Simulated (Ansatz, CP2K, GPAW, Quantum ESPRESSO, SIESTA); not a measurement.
**Code comparison for Mg2Zn (Amm2, 6 atoms in the cell)**

Self-consistent single point, at a second geometry (lattice scaled by 0.98). First geometry:

```
CELL_PARAMETERS angstrom
      4.85597     0.00000     0.00000
      0.00000     1.54752     7.92648
      0.00000    -1.54752     7.92648
ATOMIC_POSITIONS crystal
  Mg 0.00000 0.99723 0.99723
  Mg 0.00000 0.66928 0.66928
  Mg 0.00000 0.33352 0.33352
  Mg 0.50000 0.55535 0.55535
  Zn 0.50000 0.88716 0.88716
  Zn 0.50000 0.22412 0.22412
```

Shared settings, as Ansatz (an electronic-structure program) writes them: kpoints.mp_grid.grid = 4 5 5; scf.occupations.method = gaussian; scf.occupations.width = 0.01 Ry. Potentials and cutoffs stand in the table.

```csv
code,model,ΔF from the first geometry (meV/atom),pressure (GPa),largest force (eV/Å),cutoff
SIESTA,"LDA PW92, numerical atomic orbitals DZP, PseudoDojo LDA standard norm-conserving potentials (rewritten from UPF to PSML)",-25.6,-1.94,0.573,grid 300 Ry
Quantum ESPRESSO,"LDA (PZ), GBRV 1.5 ultrasoft (LDA) pseudopotentials",-18.1,-1.53,0.205,50 Ry
GPAW,"LDA (Perdew-Wang 92), GPAW PAW datasets LDA (gpaw-data 1.0.1)",-18.4,-1.29,0.213,850 eV
Ansatz,"LDA (PW92), PAW files made with PBE",-18.2,-1.28,0.209,30.9 Ry
CP2K,"LDA (Pade form), GPW, DZVP-MOLOPT-SR-GTH basis, GTH-PADE potentials (GTH_POTENTIALS)",-8.7,0.15,0.257,grid 1000 Ry
```

Size of the force on each atom (eV/Å): Sizes of forces hide their directions.

| code | Mg1 | Mg2 | Mg3 | Mg4 | Zn5 | Zn6 |
|---|---|---|---|---|---|---|
| SIESTA | 0.158 | 0.112 | 0.058 | 0.023 | 0.573 | 0.536 |
| Quantum ESPRESSO | 0.098 | 0.114 | 0.015 | 0.027 | 0.179 | 0.205 |
| GPAW | 0.100 | 0.116 | 0.015 | 0.027 | 0.187 | 0.213 |
| Ansatz | 0.099 | 0.114 | 0.015 | 0.027 | 0.183 | 0.209 |
| CP2K | 0.210 | 0.039 | 0.137 | 0.146 | 0.249 | 0.257 |

The spread over the programs that give each value: ΔF from the first geometry within 16.9 meV/atom; pressure within 2.09 GPa; largest force within 0.368 eV/Å.

SIESTA and CP2K use small atom-centred bases, whose incompleteness enters pressures, forces and empty levels differently from a plane-wave cutoff. Ansatz's pressure is given at a fixed set of plane waves, as the other plane-wave codes print theirs. The same LDA comes in different parametrisations, which differ slightly. In the pressure, CP2K (by 1.44) lies more than 1 GPa from the median of the plane-wave programs. In the force vectors, SIESTA (by 0.391) and CP2K (by 0.173) lie more than 0.08 eV/Å from the median of the plane-wave programs.

The shared mesh is coarse (it stands for a supercell whose shortest vector is 15 Å), so the values are not converged in it.

The starting cell comes from a database of computed structures (which also holds hypothetical and non-ambient phases and stackings), without a prior relaxation at this level. For this run, on top of that: lattice scaled by 0.98.

Left out of this page: Elk and FLEUR (not drawn, or without a comparable value).

Keys are those of Ansatz 0.2.
